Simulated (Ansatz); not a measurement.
# Response to strain and stress in Ir

Base system: Ir in the fcc (Cu type) structure (space group Fm-3m, No. 225; relaxed with 0.1 eV smearing).

```xyz
1
Lattice="0.0000 1.9155 1.9155 1.9155 0.0000 1.9155 1.9155 1.9155 0.0000" Properties=species:S:1:pos:R:3 pbc="T T T"
Ir     0.0000     0.0000     0.0000
```

Cartesian axes are those of the cell as printed.

Strains are applied to the cell and any free atomic positions relax; under biaxial strain the out-of-plane vector relaxes too; under stress the whole cell relaxes.

Method: PBEsol (Ansatz, an electronic-structure program, PAW, no spin-orbit coupling), earlier PAW set.

Candidates:
(a) uniaxial stress, 8 GPa tension along x
(b) biaxial strain −0.74 %, plane normal [001], relaxed out of plane
(c) biaxial strain −3.74 %, plane normal [001], relaxed out of plane
(d) tensor shear ε_xz = +0.53 %
(e) biaxial strain −3.50 %, plane normal [110], relaxed out of plane

Notes on the quantities. energy relative to the base: free energy F.

Question: Order them by energy relative to the base, lowest first.

Answer: (d) tensor shear ε_xz = +0.53 % (+1.4 meV/atom), (b) biaxial strain −0.74 %, plane normal [001], relaxed out of plane (+3.4 meV/atom), (a) uniaxial stress, 8 GPa tension along x (+5.8 meV/atom), (e) biaxial strain −3.50 %, plane normal [110], relaxed out of plane (+95 meV/atom), (c) biaxial strain −3.74 %, plane normal [001], relaxed out of plane (+96 meV/atom)

Beyond what the load breaks, stability against distortions was not tested. All final runs are without spin polarisation.
